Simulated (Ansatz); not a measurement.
We consider cubic perovskite KMgF3, described by LDA in Ansatz (PAW).

Numerical settings: plane-wave cutoff 520 eV, 6×6×6 k mesh, scalar-relativistic PAW data made under PBE.

Computed at the level's own relaxed cell.

Hill averages of the elastic tensor: K = 86.2 GPa, G = 53.7 GPa. Volume 11.939 Å³/atom, mean atomic mass 24.080 u.

**Question.** Work out the density, the sound velocities of a polycrystal and the elastic Debye temperature at this level.

**Answer.** ρ = 1.66054 × 24.080/11.939 = 3.349 g/cm³. v_l = √[(K + 4G/3)/ρ] = 6.864 km/s and v_t = √(G/ρ) = 4.004 km/s. The mean follows from 3/v_m³ = 1/v_l³ + 2/v_t³: v_m = 4.441 km/s. Θ_D = (ħ/k_B) v_m (6π²/V)^(1/3) = 76.38 K Å s/km × 4.441 × 1.7054 Å⁻¹ = 578 K, counting all atoms of the cell.

Note: the relaxation could not lower the start's symmetry, so the cell can be a saddle point above a distorted one.

Ansatz is a quantum-chemistry and plane-wave program.
